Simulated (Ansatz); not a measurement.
## Pressure series in WSi2

Start from WSi₂ (space group I4/mmm, No. 139).

```xyz
3
Lattice="-1.6146 1.6146 3.9336 1.6146 -1.6146 3.9336 1.6146 1.6146 -3.9336" Properties=species:S:1:pos:R:3 pbc="T T T"
W      0.0000     0.0000     0.0000
Si     0.0000     0.0000     2.6322
Si     0.0000     0.0000     5.2350
```

Cell and atoms are relaxed at each pressure.

Level of theory: plane-wave PAW DFT at the PBE level (Ansatz, a quantum-chemistry and plane-wave program, 420 eV), spin-orbit coupling left out.

Candidates:
(a) pressure −2 GPa
(b) pressure 45 GPa
(c) pressure 18 GPa

For the base:

```
Property   Result
---------  ------
c/a ratio   2.436
```

Question: Order them by c/a ratio, lowest first.

Answer: (a) pressure −2 GPa (2.435), (c) pressure 18 GPa (2.449), (b) pressure 45 GPa (2.466)

Load acts through the strain it causes; cell and atoms are relaxed under it. Stability against distortions was not tested. No other phases were tried under pressure. The final runs are not spin-polarised.
